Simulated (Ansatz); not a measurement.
**A computed series for Pb: response to strain**

The reference is Pb in the fcc (Cu type) structure (space group Fm-3m, No. 225; a = 4.934 Å; relaxed with 0.1 eV smearing). Axes: x, y, z lie along the cube axes.

Strains are applied to the cell and any free atomic positions relax; under biaxial strain the out-of-plane vector relaxes too.

The values are results of PBEsol in Ansatz (plane waves to 420 eV, PAW, spin-orbit coupling left out), not measurements.

Candidates:
(a) isotropic strain −5.26 %
(b) uniaxial strain ε_zz = −4.20 %
(c) biaxial strain −0.68 %, plane normal [001], relaxed out of plane
(d) tensor shear ε_xy = +3.00 %

Notes on the quantities. energy relative to the base: free energy F.

### Question
Order them by energy relative to the base, lowest first.

### Answer
(c) biaxial strain −0.68 %, plane normal [001], relaxed out of plane (+0.3 meV/atom), (d) tensor shear ε_xy = +3.00 % (+6.8 meV/atom), (b) uniaxial strain ε_zz = −4.20 % (+10 meV/atom), (a) isotropic strain −5.26 % (+136 meV/atom)

Stability against distortions was not tested.

Ansatz is a quantum-chemistry and plane-wave program.
